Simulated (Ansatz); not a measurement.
```yaml
crystal:
  lattice:
    - [3.23032, 0.00000, 0.00000]
    - [-1.61516, 2.79754, 0.00000]
    - [0.00000, 0.00000, 5.18546]
  atoms:
    - { symbol: Ga, position: [0.66667, 0.33333, 0.49800] }
    - { symbol: Ga, position: [0.33333, 0.66667, 0.99800] }
    - { symbol: N, position: [0.66667, 0.33333, 0.87700] }
    - { symbol: N, position: [0.33333, 0.66667, 0.37700] }
```

Computed with PBEsol, rigid bands (plane waves, PAW, scalar-relativistic; Ansatz, an electronic-structure program). Condition of this run: biaxial strain xx = yy = +1.5 %, z clamped. How the cell was made: cell and atoms relaxed with PBEsol, then loaded as said.

Task: Predict the hole conductivity mass (n e² τ/σ) at 300 K, by direction if it differs.

Result: 1.77 (x), 1.77 (y), 0.76 (z) mₑ.

Task: Predict the electron conductivity mass (n e² τ/σ) at 300 K, by direction if it differs.

Result: 0.170 (x), 0.170 (y), 0.157 (z) mₑ.

Task: And the band gap?

Result: 1.68 eV at this level; semilocal functionals usually fall short of the measured gap.

Rigid bands, one relaxation time for all states, no polarons. Spin-orbit coupling is left out; where it splits the top of the valence band it changes the hole mass and lowers the gap by about a third of the splitting.
